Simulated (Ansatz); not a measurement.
## Element substitutions in SiC

The reference is SiC in the wurtzite structure (space group P6_3mc, No. 186; a = 3.076 Å, c = 5.048 Å).

Each row replaces one element on all its sites; cell and atoms are relaxed.

Calculations: PBEsol, PAW, 420 eV (Ansatz, an electronic-structure program; scalar-relativistic without spin-orbit coupling).

Problem. Only one of these keeps the space group of the base. Which?
(A) C → Te
(B) Si → Mn
(C) Si → Pb

Solution. C, Si → Pb. Computed: Si → Pb: P6_3mc (No. 186); Si → Mn: P6_3/mmc (No. 194); C → Te: P6_3/mmc (No. 194)

Other magnetic orders, which the real material may have, were not ruled out. Stability against distortions was not tested. As relaxed here, PbC, MnC and SiTe are hypothetical phases, not in the database extracts checked. Spin-polarised in the final run: MnC; the other runs are not.
